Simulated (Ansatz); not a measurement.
Consider SiC (space group P6_3mc, No. 186; a = 3.058 Å, c = 10.012 Å). Axes: x lies along a and z along c of the hexagonal cell.

Level of theory: LDA in Ansatz (plane waves to 420 eV, PAW, without spin-orbit coupling).

Before the change:

```
Quantity                              Value
---------------------  --------------------
Smallest direct gap                 3.31 eV
Valence-band top at Γ  0.00, 0.00, -0.05 eV
```

Now apply this change: tensile biaxial strain of 3.00 % in the plane normal to [001], as in epitaxy on a mismatched substrate; the out-of-plane cell vector and the atoms relax.

Problem. Predict the new ratio −ε⊥/ε∥, smallest direct gap and valence-band top at Γ.

Solution. The ratio −ε⊥/ε∥ is 0.20; the smallest direct gap shrinks by 0.14 eV to 3.17 eV; the valence-band top at Γ (three highest levels, from the VBM) changes from 0.00, 0.00, -0.05 eV to 0.00, -0.24, -0.24 eV.

Stability against distortions was not tested.

Ansatz is a quantum-chemistry and plane-wave program.
